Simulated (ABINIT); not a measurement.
Worked example: self-consistent single point of Ba3Sr (Fm-3m, 4 atoms in the cell) in ABINIT.

Method: PBEsol, norm-conserving pseudopotentials (PseudoDojo nc-sr-04 PBEsol standard) (plane waves; ABINIT).

The change in words: lattice scaled by 0.98. Reference geometry:
```
CELL_PARAMETERS angstrom
      0.00000     5.06997     5.06997
      5.06997     0.00000     5.06997
      5.06997     5.06997     0.00000
ATOMIC_POSITIONS crystal
  Ba 0.25000 0.25000 0.25000
  Ba 0.75000 0.75000 0.75000
  Ba 0.50000 0.50000 0.50000
  Sr 0.00000 0.00000 0.00000
```

Reference input (self-consistent single point, DFT, PBEsol, plane waves, norm-conserving pseudopotentials (PseudoDojo nc-sr-04 PBEsol standard)): pseudos = [Ba.upf, Sr.upf]; ecut = 34 Ha; occopt = 3; tsmear = 0.1 eV; ngkpt = 7 7 7; nshiftk = 1; shiftk = 0 0 0; potentials = PseudoDojo nc-sr-04 PBEsol standard; nband = 27; kptopt = 1; nstep = 100; tolvrs = 1e-10. This run's input differs from it in these lines:

```diff
@@ -5,5 +5,5 @@
 rprim
-        -0.0000000000    9.5808472012    9.5808472012
-         9.5808472012   -0.0000000000    9.5808472012
-         9.5808472012    9.5808472012   -0.0000000000
+        -0.0000000000    9.3892308619    9.3892308619
+         9.3892308619   -0.0000000000    9.3892308619
+         9.3892308619    9.3892308619   -0.0000000000
 natom 4
```

The program printed (abridged):

```
--- !BeginCycle
solver: {iscf: 7, nstep: 100, nline: 4, wfoptalg: 0, }
tolerances: {tolvrs: 1.00E-10, }
...

     iter   Etot(hartree)      deltaE(h)  residm     vres2
 ETOT  1  -118.16855568870    -1.182E+02 2.436E-02 4.875E+01
 ETOT  2  -118.20796121454    -3.941E-02 3.330E-03 3.136E+00
 ETOT  3  -118.20816585716    -2.046E-04 1.388E-03 1.494E-01
 ETOT  4  -118.20818398724    -1.813E-05 5.124E-04 4.993E-03
 ETOT  5  -118.20818612894    -2.142E-06 4.351E-04 4.417E-04
   [... 7 lines left out ...]
 ETOT 13  -118.20818659780    -2.921E-10 6.906E-05 7.230E-09
 ETOT 14  -118.20818659801    -2.044E-10 1.160E-04 2.341E-09
 ETOT 15  -118.20818659815    -1.477E-10 3.980E-05 1.478E-09
 ETOT 16  -118.20818659827    -1.205E-10 6.321E-05 2.900E-11
 At SCF step   16       vres2   =  2.90E-11 < tolvrs=  1.00E-10 =>converged.

 Cartesian components of stress tensor (hartree/bohr^3)
  sigma(1 1)=  2.41652393E-05  sigma(3 2)=  0.00000000E+00
  sigma(2 2)=  2.41652393E-05  sigma(3 1)=  0.00000000E+00
  sigma(3 3)=  2.41652393E-05  sigma(2 1)=  0.00000000E+00

 ----iterations are completed or convergence reached----

 reduced coordinates (array xred) for    4 atoms
       0.250000000000      0.250000000000      0.250000000000
       0.750000000000      0.750000000000      0.750000000000
       0.500000000000      0.500000000000      0.500000000000
       0.000000000000      0.000000000000      0.000000000000
 cartesian forces (eV/Angstrom) at end:
    1      0.00000000000000     0.00000000000000    -0.00000000000000
   [... lines left out ...]
 Fermi (or HOMO) energy (eV) =   4.24113   Average Vxc (eV)=  -7.62110
   [... lines left out ...]
total_energy        : -1.18208186598273E+02
total_energy_eV     : -3.21660834092012E+03
band_energy         : -1.64047952053039E+01
...

-Cartesian components of stress tensor (GPa)         [Pressure= -7.1097E-01 GPa]
- sigma(1 1)=  7.10965768E-01  sigma(3 2)=  0.00000000E+00
- sigma(2 2)=  7.10965768E-01  sigma(3 1)=  0.00000000E+00
- sigma(3 3)=  7.10965768E-01  sigma(2 1)=  0.00000000E+00

 Calculation completed.
```

The run converged in 16 iterations. Against the reference run the free energy goes down by 22.2 meV/atom and the pressure goes from -1.13 to -0.71 GPa.

The starting cell comes from a database of computed structures (which also holds hypothetical and non-ambient phases and stackings), without a prior relaxation at this level. Its lattice was rescaled by a random factor within 2.5 % of one. For this run, on top of that: lattice scaled by 0.98.

Cost on one core of a shared machine: roughly 9 min.
